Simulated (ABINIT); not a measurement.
## Short convergence ladders for MnIr (P4mm, 2 atoms in the cell)

```
MnIr
1.0
    2.65496     0.00000     0.00000
    0.00000     2.65496     0.00000
    0.00000     0.00000     3.65346
Mn Ir
1 1
Direct
  0.50000   0.50000   0.51369
  0.00000   0.00000   0.00000
```
Moments meant for the start (each program seeds them in its own way; μB, in the order of the atoms Mn Ir): 4.0 0.0.

Base method: PBEsol, norm-conserving pseudopotentials (PseudoDojo nc-sr-04 PBEsol standard) (plane waves; ABINIT).

Base settings: pseudos = [Mn.upf, Ir.upf]; ecut = 48 Ha; nsppol = 2; occopt = 3; tsmear = 0.00367493 Ha; ngkpt = 4 4 3; nshiftk = 1; shiftk = 0 0 0; potentials = PseudoDojo nc-sr-04 PBEsol standard; nband = 24.

The count of work is k-points × plane waves × bands × iterations; it is no time. 

**The plane-wave cutoff**

The second cell is the first with its lattice scaled by 0.98.

The mesh stays at the base's, so the ladder's end is converged at best in this setting alone.

Only quantities that move along the ladder and can be compared are tabulated.

The magnetic state is not the same in all runs (site moments differ, or a search went on to a lower state), so steps between rows are not convergence errors alone.

| ecut | free energy less the last step's (meV/atom) | energy of the compressed cell less the first (meV/atom) | pressure (GPa) | largest difference of a force vector from the last step's (eV/Å) | net moment (μB/atom) | count of work / last |
|---|---|---|---|---|---|---|
| 17 Ha | 21523.14 | -180.82 | -633.64 | 0.004 | 0.668 | 0.052 |
| 22 Ha | 7584.98 | -58.02 | -325.19 | 0.032 | 0.861 | 0.071 |
| 26 Ha | 2885.19 | -60.36 | -171.80 | 0.089 | 0.861 | 0.091 |
| 34 Ha | 249.25 | 4.88 | -33.30 | 0.008 | 0.887 | 0.14 |
| 48 Ha | 0.85 | 8.44 | -7.33 | 0.000 | 0.889 | 0.26 |
| 115 Ha | 0.00 | 8.43 | -7.30 | 0.000 | 0.889 | 1.0 |

Coarsest ecut that holds the net moment within 0.01 μB/atom of the last step, with all finer ones: 34 Ha, at 0.14 of the last step's count of work; the step before is off by 0.028 μB/atom.

Coarsest ecut that holds the energy of the compressed cell less the first within 1 meV/atom of the last step, with all finer ones: 48 Ha, at 0.26 of the last step's count of work; the step before is off by 3.5 meV/atom.

Coarsest ecut that holds the forces within 0.005 eV/Å of the last step, with all finer ones: 48 Ha, at 0.26 of the last step's count of work; the step before is off by 0.008 eV/Å.

At the lowest cutoff the pressure lies 626 GPa under the last step's, the usual sign of Pulay stress in an incomplete plane-wave basis.

**The cutoff for other potential files**

Level: DFT, PBEsol, plane waves, norm-conserving pseudopotentials (PseudoDojo nc-fr-04 PBEsol standard).

In this ladder: potentials = PseudoDojo nc-fr-04 PBEsol standard.

The mesh stays at the base's, so the ladder's end is converged at best in this setting alone.

Only quantities that move along the ladder and can be compared are tabulated.

```tsv
ecut	free energy less the last step's (meV/atom)	pressure (GPa)	largest difference of a force vector from the last step's (eV/Å)	net moment (μB/atom)	count of work / last
22 Ha	7594.36	-326.13	0.010	0.859	0.086
34 Ha	248.86	-33.50	0.008	0.884	0.17
48 Ha	0.70	-7.55	0.000	0.887	0.31
72 Ha	0.16	-7.53	0.000	0.887	0.56
96 Ha	0.00	-7.53	0.000	0.887	1.0
```

Coarsest ecut that holds the pressure within 0.2 GPa of the last step, with all finer ones: 48 Ha, at 0.31 of the last step's count of work; the step before is off by 26 GPa.

Coarsest ecut that holds the net moment within 0.02 μB/atom of the last step, with all finer ones: 34 Ha, at 0.17 of the last step's count of work; the step before is off by 0.028 μB/atom.

Coarsest ecut that holds the free energy within 2 meV/atom of the last step, with all finer ones: 48 Ha, at 0.31 of the last step's count of work; the step before is off by 250 meV/atom.

At the lowest cutoff the pressure lies 319 GPa under the last step's, the usual sign of Pulay stress in an incomplete plane-wave basis.

On the base run: the starting cell comes from a database of computed structures (which also holds hypothetical and non-ambient phases and stackings), without a prior relaxation at this level. Its lattice was rescaled by up to half a per cent. One atom was moved a little off its site on purpose. With one magnetic atom in the cell only a parallel order is possible. In the base run, with a pressure of about -7 GPa the cell is away from its equilibrium volume at this level. Without a gap this mesh is coarse (it stands for a supercell whose shortest vector is 11 Å).
